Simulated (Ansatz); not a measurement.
BeS (model structure, started from the CdTe type, P6₄22, No. 181, 6 atoms in the cell), treated with dielectric-dependent PBEsol hybrid (plane waves, PAW; Ansatz, a program for electronic structure).

Run with plane-wave cutoff 460 eV, 9×9×4 k mesh (along the axes of the cell as run), Fermi–Dirac smearing 0.01 eV, scalar-relativistic PAW data made under PBE.

Cell (relaxed with PBEsol):

BeS is modelled in the hexagonal space group P6₄22 (No. 181), Pearson symbol hP6. Lattice parameters: a = b = 3.424 Å, c = 7.746 Å, α = β = 90.00°, γ = 120.00°. Be on 3c has 4 S at 2.144 Å. S on 3d sees 4 Be at 2.144 Å. (Neighbours: up to the widest gap in distance over summed covalent radii, below 1.35, at either atom; cation-cation and far metal-metal contacts left out.)

**Question.** Estimate the band gap, smallest direct gap on the k points sampled and direct gap at Γ that the calculation returns.

**Answer.** 
- band gap = 3.40 eV (indirect)
- smallest direct gap on the k points sampled = 4.73 eV
- direct gap at Γ = 4.89 eV

Note: the relaxation could raise the start's symmetry but not lower it, so the cell can be a saddle point; cell and atoms aren't relaxed at this level (pressure -0.3 GPa).

Static lattice: no zero-point or thermal effects.

A model structure was made by putting elements into a prototype or built by hand; it is no filed structure, need not be a known phase, and can be a saddle point held by its symmetry.
